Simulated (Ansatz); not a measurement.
Start from ZrSnO₃ in the cubic perovskite structure (space group Pm-3m, No. 221; a = 4.129 Å; a hypothetical phase, not in the database extracts checked).

One thing is altered: every lattice vector is stretched by 1.79 %, atoms relaxed at fixed cell.

Levels (all Ansatz, a quantum-chemistry and plane-wave program, PAW): PBEsol (420 eV, no spin-orbit coupling); r2SCAN (500 eV, scalar-relativistic without spin-orbit coupling); HSE06 (420 eV, scalar-relativistic without spin-orbit coupling).

One geometry, relaxed with PBEsol, under each level:

| level | band gap | lowest conduction level above the VBM at special points | pressure |
|---|---|---|---|
| PBEsol | 1.71 eV | X 1.71 eV; Γ 3.29 eV; M 3.46 eV; R 4.77 eV | -8.05 GPa |
| r2SCAN | (withheld) | (withheld) | (withheld) |
| HSE06 | 2.70 eV | X 2.70 eV; Γ 4.57 eV; M 4.55 eV | – |

### Question
Give the withheld r2SCAN results.

### Answer

- r2SCAN, band gap: 2.12 eV
- r2SCAN, lowest conduction level above the VBM at special points: X 2.12 eV; Γ 3.81 eV; M 3.86 eV; R 5.18 eV
- r2SCAN, pressure: -6.14 GPa

Single points use the geometry relaxed with PBEsol. Their cutoffs differ, which shifts pressures a little. HSE06 was sampled on its mesh, a few special points and the semilocal edge points, so its gap is an upper bound. The cells carry an imposed strain or load. No phonon test of stability was made. Many cubic perovskites are stable only at high temperature; tilts and polar distortions were not tested.
